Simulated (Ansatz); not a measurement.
Start from ZnS in the zinc blende structure (space group F-43m, No. 216).

```yaml
crystal:
  lattice:
    - [0.00000, 2.67832, 2.67832]
    - [2.67832, 0.00000, 2.67832]
    - [2.67832, 2.67832, 0.00000]
  atoms:
    - { symbol: Zn, position: [0.00000, 0.00000, 0.00000] }
    - { symbol: S, position: [0.25000, 0.25000, 0.25000] }
```

Cartesian axes are those of the cell as printed.

The values are results of PBEsol/PAW in Ansatz (a first-principles code), no SOC, not measurements.

Strains are applied to the cell and any free atomic positions relax.

One change was made to it. Results:

The energy goes up by 4.1 meV/atom; the pressure (mean of the normal stresses, compression positive) goes up by 2.094 GPa to 2.09 GPa; the valence-band top at Γ (three highest levels, from the VBM) goes from 0.00, 0.00, 0.00 eV to 0.00, -0.09, -0.09 eV; the hole mass amounts to 0.19 mₑ along z, 0.64 mₑ across (at Γ).

Problem. What was done to the base?
A. uniaxial strain ε_zz = −3.00 %
B. uniaxial strain ε_zz = −2.50 %
C. uniaxial strain ε_zz = −2.00 %

Solution. B, uniaxial strain ε_zz = −2.50 %. For comparison, the energy relative to the base in the other runs: uniaxial strain ε_zz = −2.00 % gives +2.6 meV/atom; uniaxial strain ε_zz = −3.00 % gives +5.9 meV/atom.

The levels and masses belong to the bands next to the band gap. Effective masses come from finite differences of ±0.01 Å⁻¹. Stability against distortions was not tested.
